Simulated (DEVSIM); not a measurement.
# abrupt GaP p-n junction

System: abrupt GaP p-n junction, at 300 K.

| layer (left to right) | material | thickness (μm) | Nd (cm⁻³) | Na (cm⁻³) | τn (s) | τp (s) |
|---|---|---|---|---|---|---|
| 1 | GaP | 0.540 | - | 6e15 | 8.8e-7 | 8.8e-7 |
| 2 | GaP | 9.60 | 1e17 | - | 8.8e-7 | 8.8e-7 |

Left contact: ohmic. Right contact: ohmic. Voltage is applied to the left contact. Recombination: SRH at mid-gap, Auger. Mobility is μmin + (μ − μmin)/(1 + (N/Nref)^α).

This is a model device: material constants are rounded textbook-type values typed into the input, and sizes, dopings and lifetimes were drawn at random. Values at 300 K.

```
parameter         GaP
-------------  ------
gap (eV)         2.26
affinity (eV)     3.8
permittivity     11.1
Nc (cm⁻³)      1.8e19
Nv (cm⁻³)      1.9e19
μn (cm²/Vs)       250
μp (cm²/Vs)       150
μn,min             10
μp,min             10
Nref,n         4.4e18
Nref,p           1e18
αn                0.8
αp               0.85
Cn (cm⁶/s)      1e-30
Cp (cm⁶/s)      1e-30
```

DEVSIM, 1D drift-diffusion, Boltzmann statistics, complete ionisation; no tunnelling, impact ionisation, image-force lowering or self-heating.

```
Quantity                                            Value
---------------------------------------------  ----------
Potential step across the device at zero bias     1.917 V
Largest field in the device at zero bias       59000 V/cm
Dark forward voltage at 1 A/cm²                   1.713 V
Dark forward voltage at 100 A/cm²                 1.874 V
```

Small-signal capacitance in reverse bias (quasi-static):

```tsv
V (V)	C (nF/cm²)
-0.04	17.3
-0.1	17.2
-0.2	17.1
-0.3	17.1
-0.4	17.0
-0.6	16.9
-0.8	16.8
-1	16.8
-1.3	16.7
-1.6	16.6
-2	16.5
```

Dark forward current:

(V (V), J (A/cm²)): (0.70, 3.3e-13); (0.85, 6.5e-12); (0.95, 4.8e-11); (1.10, 1.1e-9); (1.20, 1.2e-8); (1.35, 1.5e-6); (1.50, 0.00037); (1.60, 0.015); (1.75, 3.8); (1.90, 160); (2.00, 420); (2.15, 960); (2.25, 1400); (2.40, 2300)
